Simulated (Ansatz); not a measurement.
The parent structure is TlCl in the NiAs type structure (space group P6_3/mmc, No. 194; a = 4.501 Å, c = 7.920 Å; a hypothetical phase, not in the database extracts checked).

Method: Ansatz (an electronic-structure program), PBE, PAW, cutoff 420 eV, scalar-relativistic without spin-orbit coupling.

Before the change:

| Item | Result |
|---|---|
| Band gap | 2.20 eV |
| Hole mass | 0.29 mₑ along c, 0.66 mₑ across (at Γ) |
| Electron mass | 0.20 mₑ along c, 0.44 mₑ across (at Γ) |
| Valence-band top at Γ | 0.00, -1.55, -1.55 eV |
| Pressure | 0.0 kbar |

Perturbation: every lattice vector is stretched by 1.21 %; the atoms relax in the strained cell.

Problem. Estimate the effect on the band gap, hole mass, electron mass, valence-band top at Γ and pressure.

Solution. The band gap goes up by 0.11 eV to 2.31 eV; the hole mass changes from 0.29 mₑ along c, 0.66 mₑ across (at Γ) to 0.32 mₑ along c, 0.69 mₑ across (at Γ); the electron mass goes from 0.20 mₑ along c, 0.44 mₑ across (at Γ) to 0.21 mₑ along c, 0.46 mₑ across (at Γ); the valence-band top at Γ (three highest levels, from the VBM) changes from 0.00, -1.55, -1.55 eV to 0.00, -1.39, -1.39 eV; the pressure (mean of the normal stresses, compression positive) goes from zero to -6.0 kbar.

Spin-orbit coupling, missing from the scalar runs, can matter with Tl. Masses are band curvatures over ±0.01 Å⁻¹ around the edge. Stability against distortions was not tested.
